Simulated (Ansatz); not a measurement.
This Ansatz (an electronic-structure program) input is the reference run, SnS$_{2}$ in the 2H-MoS2 type structure (space group P6_3/mmc, No. 194; a hypothetical phase, not in the database extracts checked; layered, stacked along the Cartesian z axis), computed with PBE-D3(BJ) in Ansatz (plane waves to 420 eV, PAW, no spin-orbit coupling), earlier PAW set:

Ansatz 0.2 input:
```yaml
crystal:
  lattice:
    - [3.5887681949, 0, 0]
    - [-1.7943840974, 3.1079644251, 0]
    - [0, 0, 11.8889859626]
  atoms:
    - { symbol: Sn, position: [0.3333333333, 0.6666666667, 0.25] }
    - { symbol: Sn, position: [0.6666666667, 0.3333333333, 0.75] }
    - { symbol: S, position: [0.3333333333, 0.6666666667, 0.6143429134] }
    - { symbol: S, position: [0.6666666667, 0.3333333333, 0.1143429134] }
    - { symbol: S, position: [0.6666666667, 0.3333333333, 0.3856570866] }
    - { symbol: S, position: [0.3333333333, 0.6666666667, 0.8856570866] }
basis: { ecutwfc: 420, ecutrho_ratio: 4, xc_grid: 2, fft_grid_basis: typed }
kpoints: { mp_grid: { grid: [15, 15, 4] } }
hamiltonian:
  xc: pbe
  dispersion: d3bj
  pseudopotentials: { azcp: { folder: ./paw }, kind: paw }
scf: { occupations: { method: fermi_dirac, width: 0.05 }, convergence: { dr2_threshold: 0.0000000006 } }
output: { forces: true, stress: true }
```

Question: Write the input for this change: an isotropic linear strain of −0.59 %, atoms relaxed at fixed cell.

Answer: 
Ansatz 0.2 input:
```yaml
crystal:
  lattice:
    - [3.5675944626, 0, 0]
    - [-1.7837972313, 3.089627435, 0]
    - [0, 0, 11.8188409454]
  atoms:
    - { symbol: Sn, position: [0.3333333333, 0.6666666667, 0.25] }
    - { symbol: Sn, position: [0.6666666667, 0.3333333333, 0.75] }
    - { symbol: S, position: [0.3333333333, 0.6666666667, 0.6143429134] }
    - { symbol: S, position: [0.6666666667, 0.3333333333, 0.1143429134] }
    - { symbol: S, position: [0.6666666667, 0.3333333333, 0.3856570866] }
    - { symbol: S, position: [0.3333333333, 0.6666666667, 0.8856570866] }
basis: { ecutwfc: 420, ecutrho_ratio: 4, xc_grid: 2, fft_grid_basis: typed }
kpoints: { mp_grid: { grid: [15, 15, 4] } }
hamiltonian:
  xc: pbe
  dispersion: d3bj
  pseudopotentials: { azcp: { folder: ./paw }, kind: paw }
scf: { occupations: { method: fermi_dirac, width: 0.05 }, convergence: { dr2_threshold: 0.0000000006 } }
relax: { f_tol: 0.005, max_steps: 50 }
output: { forces: true, stress: true }
checkpoint: { write: state.ck, write_every: 1000 }
```
This is the input that was run.

Whether these cells are dynamically stable was not tested. The final runs are not spin-polarised.
